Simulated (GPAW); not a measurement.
Band structure of AlP (F-43m, 2 atoms in the cell).

```
CELL_PARAMETERS angstrom
      0.00000     2.69243     2.69243
      2.69243     0.00000     2.69243
      2.69243     2.69243     0.00000
ATOMIC_POSITIONS crystal
  Al 0.00000 0.00000 0.00000
  P  0.75000 0.75000 0.75000
```

Method of the run: PBE, GPAW PAW datasets PBE (gpaw-data 1.0.1) (plane waves; GPAW).

Settings: mode = pw; ecut = 600 eV; xc = PBE; kpts = 9 9 9; mesh shift (steps) = 0 0 0; occupations.name = fermi-dirac; occupations.width = 0.05 eV; nbands = -4; convergence.forces = 0.001 eV/Å; convergence.bands = -2; symmetry.symmorphic = false; symmetry.tolerance = 0.0005; maxiter = 150; bandpath_npoints = 40.

The starting cell comes from a database of computed structures (which also holds hypothetical and non-ambient phases and stackings), without a prior relaxation at this level. Its lattice was rescaled by a random factor within 2.5 % of one.

### Question
Predict the gap along the standard path and the places of the band edges.

### Answer
The gap along the path is 1.49 eV, from Γ to X; the smallest direct gap on it is 3.66 eV.

Levels in eV from the top of the valence band on the SCF mesh, bands 1 to 8:
```csv
point,1,2,3,4,5,6,7,8
Γ,-11.75,0.00,0.00,0.00,3.66,4.61,4.61,4.61
X,-9.26,-5.45,-2.19,-2.19,1.49,2.45,11.43,11.43
W,-9.21,-5.03,-3.33,-2.96,4.33,6.14,6.17,6.52
K,-9.29,-5.15,-3.59,-1.81,2.39,5.18,8.63,8.97
L,-9.97,-5.72,-0.79,-0.79,2.97,4.82,4.82,8.40
U,-9.29,-5.15,-3.59,-1.81,2.39,5.18,8.63,8.97
```
